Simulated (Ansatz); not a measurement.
The reference is Rh in the fcc (Cu type) structure (space group Fm-3m, No. 225; a = 3.755 Å; relaxed with 0.1 eV smearing). Axes: x, y, z lie along the cube axes.

The values are results of LDA/PAW in Ansatz (a first-principles code), no spin-orbit coupling, not measurements.

Base values:

* **Pressure**: 0.0 GPa

Modification: tensile biaxial strain of 2.50 % in the plane normal to [111], as in epitaxy on a mismatched substrate; the out-of-plane cell vector and the atoms relax.

Task: What happens to the out-of-plane strain, energy relative to the base and pressure?

Result: The out-of-plane strain is -1.36 %; the energy grows by 32 meV/atom; the pressure (mean of the normal stresses, compression positive) goes from zero to -9.7 GPa.

Whether these cells are dynamically stable was not tested. All final runs are without spin polarisation. Rh lies near a magnetic instability that expansion can trigger; it was not tested.
